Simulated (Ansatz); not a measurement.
Consider the energy of the reaction as written. Reaction: 1/2 cell B + 1/2 N2 (gas) → cell A. Negative: the products are lower in energy.

Cell A: a slab of composition Al14N2 built on Al (fcc, Fm-3m) (111), with 12 atoms on that crystal's sites, 16 atoms, oblique cell of 5.71 × 2.86 Å (14.1 Å²), symmetry P2/m within 0.02 Å, 15.8 Å thick under 16 Å of vacuum, in-plane vectors held at the crystal's; planes from bottom to top: AlN | Al | Al2 × 5 | Al | AlN; foreign atoms: two times N bound to 3 Al at 1.79–1.81 Å; spin state with PBE: run without spin, k-point mesh 9×18×1.
```
CELL_PARAMETERS angstrom
      5.71423     0.00000     0.00000
      1.42856     2.47433     0.00000
      0.00000     0.00000    31.70772
ATOMIC_POSITIONS crystal
  Al 0.05539 0.94461 0.26196
  Al 0.16535 0.33465 0.35111
  Al 0.83772 0.66228 0.42654
  Al 0.00000 0.00000 0.50000
  Al 0.16228 0.33772 0.57346
  Al 0.83465 0.66535 0.64889
  Al 0.94461 0.05539 0.73804
  Al 0.52371 0.97629 0.27773
  Al 0.66949 0.33051 0.35335
  Al 0.33673 0.66327 0.42548
  Al 0.50000 0.00000 0.50000
  Al 0.66327 0.33673 0.57452
  Al 0.33051 0.66949 0.64665
  Al 0.47629 0.02371 0.72227
  N  0.15115 0.34885 0.74836
  N  0.84885 0.65115 0.25164
```

Cell B: a slab of Al (fcc, Fm-3m) cut along (111), 30 atoms, hexagonal cell of 5.71 Å (28.3 Å²), symmetry P-3m1 within 0.02 Å, 15.8 Å thick under 16 Å of vacuum, in-plane vectors held at the crystal's; planes from bottom to top: N | Al4 × 7 | N; added, foreign or displaced atoms, above the top plane and below the bottom plane: two times N bound to 3 Al at 1.84 Å; spin state with PBE: run without spin, k-point mesh 9×9×1.
```xyz
30
Lattice="5.7142 0.0000 0.0000 2.8571 4.9487 0.0000 0.0000 0.0000 31.7077" Properties=species:S:1:pos:R:3 pbc="T T T"
Al     0.0386     0.0223     8.7062
Al     1.4286     0.8248    11.1695
Al     5.7135     1.6499    13.5030
Al     0.0000     0.0000    15.8539
Al     1.4286     0.8248    18.1666
Al     5.7299     1.6405    20.5058
Al    -0.0386    -0.0223    23.0015
Al     1.4286     2.4298     8.7062
Al     2.8414     3.3082    11.2019
Al     7.1428     4.1239    13.5411
Al     1.4286     2.4743    15.8539
Al     2.8578     3.2987    18.2047
Al     7.1428     4.1239    20.5382
Al     1.4286     2.5189    23.0015
Al     2.8185     0.0223     8.7062
Al     4.2857     0.8067    11.2019
Al     2.8578     1.6499    13.5030
Al     2.8571     0.0000    15.8539
Al     4.2857     0.8256    18.2047
Al     2.8414     1.6405    20.5058
Al     2.8957    -0.0223    23.0015
Al     4.2857     2.4743     9.0047
Al     5.7299     3.3082    11.2019
Al     4.2857     4.1231    13.5030
Al     4.2857     2.4743    15.8539
Al     5.7135     3.2987    18.2047
Al     4.2857     4.1420    20.5058
Al     4.2857     2.4743    22.7030
N      1.4286     0.8248    23.7314
N      7.1428     4.1239     7.9763
```

Reference: an isolated N2 molecule (singlet) in a box of 11 × 11 × 13 Å.

Plane-wave PAW calculations with Ansatz (a first-principles code), its PAW set soft_1, cutoff 420 eV, 500 eV for r2SCAN. The structures are at rest with PBE, within the held lattices; other levels are single points on them. Neutral cells; Fermi-Dirac smearing of at most 0.10 eV in the solids, energies taken to zero width. The lattices are those relaxed with PBE or held as stated, so at other levels the solids can be strained, which adds to the spread. Larger cells are relaxed from a start prepared with the learned potential CHGNet till forces fall under 0.03 eV/Å, which some starts already meet. A dispersion term (D3(BJ), or D4 for r2SCAN) was computed beside these levels and is taken off wherever the name lacks it. Space groups of crystals are read within 0.01 Å. No zero-point or thermal terms. No structure search was made; lower ones may exist. No correction for cell size. Cell A has symmetry P2/m within 0.02 Å and got no random move, so less symmetric positions, which may lie lower, weren't tried. Cell B has symmetry P-3m1 within 0.02 Å and got no random move, so less symmetric positions, which may lie lower, weren't tried.

**Question.** Give the value at the level PBE.

**Answer.** -0.84 eV, for 1/2 cell B + 1/2 N2 (gas) → cell A.

**Question.** What do the other levels give, and how wide is the spread?

**Answer.** 
| Functional | value (eV) | less PBE |
|---|---|---|
| r2SCAN | -1.12 | -0.28 |

The levels shown span 0.28 eV, from r2SCAN (-1.12) to PBE (-0.84).
